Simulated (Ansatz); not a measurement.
Ba under a change: pressure 0.3 GPa

Base system: Ba in the bcc (W type) structure (space group Im-3m, No. 229; a = 5.0212 Å).

It is then changed as follows: cell and atoms relaxed at a pressure of 0.3 GPa.

All numbers come from Ansatz (a program for electronic structure) PBE, no spin-orbit coupling. Settings: 13×13×13 k-points, 0.05 eV Fermi–Dirac smearing.

```tsv
quantity	base	changed	shift
density	3.60 g/cm³	3.72 g/cm³	+0.12 g/cm³
lattice parameter a	5.021 Å	4.966 Å	-0.055 Å
shortest interatomic distance	4.348 Å	4.301 Å	-0.0480 Å
enthalpy H = E + PV relative to the base's energy	–	+0.12 eV/atom	–
band gap	zero	zero	–
```

Load acts through the strain it causes; cell and atoms are relaxed under it. No phonon test of stability was made. The base started in Cmcm and relaxed to Im-3m at this level.
